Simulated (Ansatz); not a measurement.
## A computed series for Cs2AgBiBr6: response to strain

Base system: Cs2AgBiBr6 (space group Fm-3m, No. 225; a = 11.187 Å). Axes: x, y, z lie along the cube axes.

Strains are applied to the cell and any free atomic positions relax; under biaxial strain the out-of-plane vector relaxes too.

Computed with Ansatz (an electronic-structure program) PBEsol, no spin-orbit coupling.

Candidates:
(a) biaxial strain +2.50 %, plane normal [111], relaxed out of plane
(b) biaxial strain +1.25 %, plane normal [111], relaxed out of plane
(c) biaxial strain +1.88 %, plane normal [111], relaxed out of plane

Order them by out-of-plane strain, lowest first.

(a) biaxial strain +2.50 %, plane normal [111], relaxed out of plane (-2.92 %), (c) biaxial strain +1.88 %, plane normal [111], relaxed out of plane (-2.22 %), (b) biaxial strain +1.25 %, plane normal [111], relaxed out of plane (-1.50 %)

No phonon test of stability was made.
